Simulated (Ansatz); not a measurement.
System: Sn (model structure, started from the Si type, Cmcm, No. 63, 12 atoms in the cell). Method: r²SCAN (plane waves, PAW; Ansatz, an electronic-structure program).

Run with plane-wave cutoff 560 eV, 12×12×4 k mesh (along the axes of the cell as run), Fermi–Dirac smearing 0.05 eV, scalar-relativistic PAW data made under PBE.

Cell (relaxed at this level):

```xyz
12
Lattice="2.3184 -6.4576 0.0000 2.3184 6.4576 0.0000 0.0000 0.0000 15.2836" Properties=species:S:1:pos:R:3 pbc="T T T"
Sn     2.3184    -3.3096     6.8013
Sn     2.3184     3.3096     8.4823
Sn     2.3184     3.3096    14.4431
Sn     2.3184    -3.3096     0.8405
Sn     2.3184     0.9130    10.0465
Sn     2.3184    -0.9130     5.2371
Sn     2.3184    -0.9130     2.4047
Sn     2.3184     0.9130    12.8789
Sn     2.3184    -6.0827     6.2538
Sn     2.3184     6.0827     9.0298
Sn     2.3184     6.0827    13.8956
Sn     2.3184    -6.0827     1.3880
```

**Question.** What does this level give for the band gap, smallest direct gap on the k points sampled and Γ–Γ gap?

**Answer.** 
- band gap: 0.12 eV (under three smearing widths, so not firm)
- smallest direct gap on the k points sampled: 0.26 eV
- Γ–Γ gap: 0.56 eV

Note: the relaxation could raise the start's symmetry but not lower it, so the cell can be a saddle point.

Spin–orbit coupling is not included.

Static lattice: no zero-point or thermal effects.

A model structure was made by putting elements into a prototype or built by hand; it is no filed structure, need not be a known phase, and can be a saddle point held by its symmetry.
